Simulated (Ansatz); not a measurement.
The reference is TiC in the rock salt structure (space group Fm-3m, No. 225; a = 4.293 Å; relaxed with 0.1 eV smearing). Axes: x, y, z lie along the cube axes.

Structures relaxed with PBEsol in Ansatz (plane waves to 420 eV, PAW, no spin-orbit coupling).

Base:

Simulated powder pattern, Co Kα, λ = 1.79026 Å (kinematic, ideal powder, no thermal factors, no anomalous dispersion; the 8 strongest lines at most, above 2 %, up to 2θ = 90°):

| 2θ (°) | I/Imax (%) | hkl |
|---|---|---|
| 42.34 | 88 | (111) |
| 49.29 | 100 | (200) |
| 72.27 | 57 | (220) |
| 87.50 | 32 | (311) |

After one change:

Simulated powder pattern, Co Kα, λ = 1.79026 Å (kinematic, ideal powder, no thermal factors, no anomalous dispersion; the 8 strongest lines at most, above 2 %, up to 2θ = 90°):

| 2θ (°) | I/Imax (%) |
|---|---|
| 41.46 | 67 |
| 43.03 | 20 |
| 48.72 | 100 |
| 70.24 | 30 |
| 72.47 | 27 |
| 84.98 | 8.3 |
| 86.04 | 16 |
| 88.15 | 7.7 |

Q: Name the change that was made.
A. biaxial strain −2.08 %, plane normal [111], relaxed out of plane
B. biaxial strain +2.08 %, plane normal [111], relaxed out of plane
C. biaxial strain −1.67 %, plane normal [111], relaxed out of plane
D. biaxial strain +2.50 %, plane normal [111], relaxed out of plane

A: D, biaxial strain +2.50 %, plane normal [111], relaxed out of plane. Its volume per atom is 10.23 Å³ against 9.89 Å³, and its space group is R-3m (No. 166).

Stability against distortions was not tested. The final runs are not spin-polarised.

Ansatz is an electronic-structure program.
